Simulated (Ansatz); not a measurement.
The parent structure is BaTiO$_{3}$ in the cubic perovskite structure (space group Pm-3m, No. 221; a = 4.019 Å).

The values are results of DFT with PBE, PAW potentials and a 420 eV plane-wave cutoff in Ansatz (a program for electronic structure), without spin-orbit coupling, not measurements.

Strains are applied to the cell and any free atomic positions relax.

One change was made to it. Results:

The pressure goes from zero to -7.73 GPa; the energy goes up by 18 meV/atom; the width of the top valence band falls by 0.04 eV, from 0.95 eV to 0.91 eV; the mean gap deformation potential ΔEg/Δln V is -2.2 eV.

Q: What was done to the base?
(A) isotropic strain +2.40 %
(B) isotropic strain +1.20 %
(C) isotropic strain +1.80 %
(D) isotropic strain +3.00 %

A: C, isotropic strain +1.80 %. For comparison, the energy relative to the base in the other runs: isotropic strain +3.00 % gives +48 meV/atom; isotropic strain +2.40 % gives +31 meV/atom; isotropic strain +1.20 % gives +8.2 meV/atom.

Whether these cells are dynamically stable was not tested. The final runs are not spin-polarised. Many cubic perovskites are stable only at high temperature; tilts and polar distortions were not tested. This is not the structure that BaTiO3 has at room temperature and ambient pressure.
